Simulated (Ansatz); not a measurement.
# Electron-phonon data for Ag (Fm-3m)

Given:

```
CELL_PARAMETERS angstrom
      0.00000     1.92184     1.92184
      1.92184     0.00000     1.92184
      1.92184     1.92184     0.00000
ATOMIC_POSITIONS crystal
  Ag 0.00000 0.00000 0.00000
```

Calculation: PBEsol, DFPT electron-phonon coupling, linearised Boltzmann equation (plane waves, PAW, scalar-relativistic; Ansatz, a program for electronic structure). Condition of this run: hydrostatic pressure 30 GPa (the target of the relaxation). Geometry: relaxed with this functional, without spin-orbit coupling, then loaded as said.

```
Quantity                                                                                                                 Result
--------------------------------------------------------------------------------------------------  ---------------------------
resistivity at 300 K                                                                                                 1.02 μΩ·cm
resistivity at 77 K                                                                                                 0.138 μΩ·cm
electron mean free path at 300 K (weighted by the current that each state carries)                                        77 nm
resistivity times mean free path for one path shared by all states (from the Fermi surface's area)              7.6 ×10⁻¹⁶ Ω·m²
electron-phonon coupling λ                                                                                                0.083
transport coupling λ_tr                                                                                                   0.089
logarithmic mean phonon energy                                                                                         16.5 meV
density of states at the Fermi level                                                                0.117 states/(eV·spin·cell)
Drude plasma energy                                                                                                      9.9 eV
Hall coefficient at 300 K                                                                                      -5.1 ×10⁻¹¹ m³/C
Tc for μ* = 0.10 (anisotropic Eliashberg)                                                                             below 1 K
Tc for μ* = 0.13 (anisotropic Eliashberg)                                                                             below 1 K
```

A metal at this level (no band gap). Only scattering by harmonic phonons is included (no impurities, grain boundaries, electron-electron scattering or thermal expansion). Spin-orbit coupling is left out. Halving the electron mesh (36x36x36) moves the resistivity by up to 1 % at 300 K, the mean free path by up to 4 %, the coupling by up to 1 %. Smearing 0.20 eV; phonons on a 6x6x6 q mesh, which this run doesn't test and which matters most at low temperature. Tc comes from the anisotropic Migdal-Eliashberg equations with μ*, a chosen number, referred to 19.0 meV.
